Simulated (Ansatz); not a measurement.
System: BeAlNO (model structure, started from the AlSiCN type, P3m1, No. 156, 4 atoms in the cell). Method: G0W0@PBEsol (plane waves, hard PAW, contour deformation; Ansatz, a quantum-chemistry and plane-wave program).

The cell is the one relaxed with PBEsol. Conventional cell: a = 2.9837 Å, b = 2.9837 Å, c = 4.6518 Å, α = 90.00°, β = 90.00°, γ = 120.00°.

One run with a 9×9×4 mesh, response cutoff 100 eV and 150 empty bands, not extrapolated in mesh or basis; no spin–orbit coupling.

Highest filled and lowest empty level by k point (fractions of the reciprocal vectors of the cell (2.984 -0.000 -0.000) (-1.492 2.584 0.000) (-0.000 -0.000 4.652) Å; eV from the valence maximum of each method):

```
k                 PBEsol filled  PBEsol empty  QP filled  QP empty
----------------  -------------  ------------  ---------  --------
0 0 0                      0.00          4.39       0.00      6.32
0 0 -0.5                  -0.08          5.83      -0.10      7.94
0 0.333 0.25              -0.66          6.51      -0.74      8.57
0 0.444 -0.5              -1.02          5.60      -1.15      7.54
0.111 0.444 0             -1.14          6.50      -1.27      8.46
0.111 0.444 0.25          -1.22          6.14          …         …
0.222 0.333 0             -1.90          6.35      -2.12      8.25
0.222 0.333 -0.5          -1.07          6.80          …         …
```

Problem. Estimate the withheld levels to about 0.1 eV.

Solution. 
- 0.111 0.444 0.25, QP filled: -1.35
- 0.111 0.444 0.25, QP empty: 8.09
- 0.222 0.333 -0.5, QP filled: -1.17
- 0.222 0.333 -0.5, QP empty: 8.88

Note: the relaxation could raise the start's symmetry but not lower it, so the cell can be a saddle point.

A model structure was made by putting elements into a prototype or built by hand; it is no filed structure, need not be a known phase, and can be a saddle point held by its symmetry.
